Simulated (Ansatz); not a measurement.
**Carrier properties of C (I4_1/amd)**

```
C
1.0
    0.00000     1.77124     1.83467
    1.77124     0.00000     1.83467
    1.77124     1.77124     0.00000
C
2
Cartesian
  0.00000   0.00000   0.00000
  0.88562   0.88562   0.91733
```

Level of theory: PBE, rigid bands (plane waves, PAW, scalar-relativistic; Ansatz, a quantum-chemistry and plane-wave program). Condition of this run: uniaxial stress along [001] of -33 GPa (compression positive) (the target of the relaxation). How the cell was made: cell and atoms relaxed with PBEsol, then loaded as said.

```json
{
  "band_gap": "3.66 eV",
  "electron conductivity mass (300 K, dilute)": "0.50 (x), 0.50 (y), 0.30 (z) mₑ",
  "hole conductivity mass (300 K, dilute)": "0.48 (x), 0.48 (y), 0.31 (z) mₑ",
  "effective density of states N_c (300 K)": "3.7e19 cm⁻³",
  "effective density of states N_v (300 K)": "2.0e19 cm⁻³",
  "density_of_states_mass_electrons": "1.29 mₑ",
  "density_of_states_mass_holes": "0.86 mₑ",
  "Seebeck coefficient, n-type 1e19 cm⁻³, 300 K": "-330 μV/K",
  "best n-type power factor at 300 K for τ = 10 fs (best axis; densities from 1e16 to 1e21 cm⁻³ tried, whether or not they can be reached)": "20 μW/(cm·K²) at 1e20 cm⁻³",
  "Seebeck coefficient, p-type 1e19 cm⁻³, 300 K": "277 μV/K",
  "best p-type power factor at 300 K for τ = 10 fs (best axis; densities from 1e16 to 1e21 cm⁻³ tried, whether or not they can be reached)": "9.8 μW/(cm·K²) at 1e20 cm⁻³"
}
```

Rigid bands; masses and Seebeck coefficients take one relaxation time τ for all states and one kind of carrier; polarons and phonon drag are left out. Spin-orbit coupling is left out. Geometry: cell and atoms relaxed with PBEsol.
